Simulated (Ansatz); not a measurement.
Input and output of a zone-centre phonon calculation for HfGa3 (I4/mmm, 4 atoms in the cell) (Ansatz, an electronic-structure program).

Level of theory: LDA (PW92), default PAW files made with PBE (plane waves; Ansatz).

```
CELL_PARAMETERS angstrom
     -1.92277     1.92277     4.48780
      1.92277    -1.92277     4.48780
      1.92277     1.92277    -4.48780
ATOMIC_POSITIONS crystal
  Hf 0.00000 0.00000 0.00000
  Ga 0.50000 0.50000 0.00000
  Ga 0.75000 0.25000 0.50000
  Ga 0.25000 0.75000 0.50000
```

Reference input (self-consistent single point, DFT, LDA (PW92), plane waves, default PAW files made with PBE): basis.ecutwfc = 420 eV; kpoints.mp_grid.grid = 10 10 10; hamiltonian.xc = lda; hamiltonian.pseudopotentials = {kind: paw} (the program's default PAW files); scf.occupations.method = gaussian; scf.occupations.width = 0.1 eV. This run's input differs from it in these lines:

Ansatz 0.2 input:
```diff
@@ -19,7 +19,5 @@
 scf:
-  occupations: { method: gaussian, width: 0.1 }
-output:
-  forces: true
-  eigenvalues: true
-  stress: true
+  occupations: { method: gaussian, width: 0.05 }
+phonons:
+  method: dfpt
```

Log, with long lists cut:

```
SCF iter   1: F=—  HF=-26599.581563 eV  |F-HF|=—  |Δ(HF+E_count)|=         —  Δρ=5.64e-3  dr2=9.81e-3  ethr=1.77e-3  ⟨swp⟩=5.8  Hψ=22830  notcnv=0
all-band conjugate gradients solve this SCF's bands
preconditioner: auto → Kerker (q_TF=auto, 2.719 Å⁻¹)
SCF iter   2: F=—  HF=-26599.579286 eV  |F-HF|=—  |Δ(HF+E_count)|=   2.28e-3  Δρ=2.72e-3  dr2=2.88e-3  ethr=1.51e-5  ⟨swp⟩=2.0  Hψ=13143  notcnv=0  defer=55
   [... lines left out ...]
SCF iter   9: F=—  HF=-26599.578703 eV  |F-HF|=—  |Δ(HF+E_count)|=   1.86e-8  Δρ=2.36e-6  dr2=4.49e-9  ethr=3.90e-11  ⟨swp⟩=2.0  Hψ=11216  notcnv=0  defer=55
SCF iter  10: F=—  HF=-26599.578703 eV  |F-HF|=—  |Δ(HF+E_count)|=   2.55e-9  Δρ=5.68e-7  dr2=2.86e-10  ethr=6.91e-12  ⟨swp⟩=2.0  Hψ=11234  notcnv=0  defer=55
SCF iter  11: F=—  HF=-26599.578703 eV  |F-HF|=—  |Δ(HF+E_count)|=  5.82e-11  Δρ=1.53e-7  dr2=1.79e-11  ethr=1.00e-12  ⟨swp⟩=2.2  Hψ=11647  notcnv=0  defer=55
SCF iter  12: F=-26599.578703 eV  HF=-26599.578703 eV  |F-HF|=7.28e-12  |Δ(HF+E_count)|=  7.28e-12  Δρ=3.91e-8  dr2=6.13e-13  ethr=1.00e-12  ⟨swp⟩=9.3  Hψ=34775  notcnv=0
SCF 1 converged in 12 iterations: F = -26599.578703 eV  dr2 = 6.13e-13
DFPT response loops at Γ: preconditioner auto → Kerker (q_TF=auto, 2.719 Å⁻¹) (partly filled bands, converged f_vac=0.000) …
Free energy (F): -26599.578703 eV
Internal energy: -26599.577093 eV  (E = F + TS)
E sigma→0 (E₀):  -26599.577898 eV
Entropy (-TS):   -0.001610 eV (-0.402 meV/atom)
Fermi energy:    14.888264 eV
--- Phonons (Γ-DFPT): 6 representative perturbations + reference, on 171 of 1000 k-points (Σ response iterations 19) ---
  k mesh reduced under 4 symmetry operations, with k and −k counted as one. Each operation leaves every solved displacement unchanged or reverses it
  ASR residual: 1.055e-4 → 0.000e0 eV/Å²; symmetrization residual: 1.100e-5 eV/Å²
  ASR residual per site (eV/Å²): 5.30e-5 1.05e-4 1.59e-5 1.59e-5
  Γ frequencies (cm⁻¹): 0.00 0.00 0.00 50.06 85.03 85.03 129.53 160.45 160.45 184.88 215.46 215.46
  non-analytic LO–TO correction: not included (Born effective charges unavailable; polar crystals: no LO–TO splitting at Γ)
```

The run converged in 12 iterations. 

Summary of the result:
* **Free energy E − TS (on the zero of these files)**: -26599.5787 eV
* **Fermi level (on the code's own zero)**: 14.89 eV
* **Zone-centre frequencies (cm⁻¹; negative means imaginary)**: 0, 0, 0, 50, 85, 85, 130, 160, 160, 185, 215, 215

The starting cell comes from a database of computed structures (which also holds hypothetical and non-ambient phases and stackings), without a prior relaxation at this level. Its lattice was rescaled by up to half a per cent.

Cost on one core of a shared machine: roughly 6 min.
